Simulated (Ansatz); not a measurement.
We consider cubic perovskite KMgF3, described by PBEsol (plane waves, PAW; Ansatz, an electronic-structure program).

Run with plane-wave cutoff 520 eV, 6×6×6 k mesh, scalar-relativistic PAW data made under PBE.

The cell has the measured lattice: a = b = c = 3.990 Å, α = β = γ = 90.00°.

Q: What does this level give for the polycrystal shear modulus (Hill average), elastic constant C11, elastic constant C44 and elastic constant C12?

A: 
- polycrystal shear modulus (Hill average): 46.9 GPa
- elastic constant C11: 139 GPa
- elastic constant C44: 45.2 GPa
- elastic constant C12: 39.6 GPa

Measured, for comparison: elastic constant C11 138 ± 0.2 GPa (temperature not stated, no zero-point or thermal correction, our sources range from 132 to 138; as tabulated in Vaitheeswaran et al. (2007), arXiv:cond-mat/0703621); elastic constant C44 49.8 ± 0.08 GPa (temperature not stated, no zero-point or thermal correction, our sources range from 48.5 to 49.8; as tabulated in Vaitheeswaran et al. (2007), arXiv:cond-mat/0703621); elastic constant C12 43.6 ± 0.2 GPa (temperature not stated, no zero-point or thermal correction, our sources range from 39.6 to 43.6; as tabulated in Vaitheeswaran et al. (2007), arXiv:cond-mat/0703621). Computed (rounded) less measured: elastic constant C11 +0.7 % (+0.7 % to +5 % over the range), elastic constant C44 -9 % (-7 % to -9 % over the range), elastic constant C12 -9 % (inside the range of the sources held).

Note: the cell isn't this level's own, so it is under some stress, which shifts stiffness and frequencies.

Elastic constants are with the ions relaxed.

Static lattice: no zero-point or thermal effects.
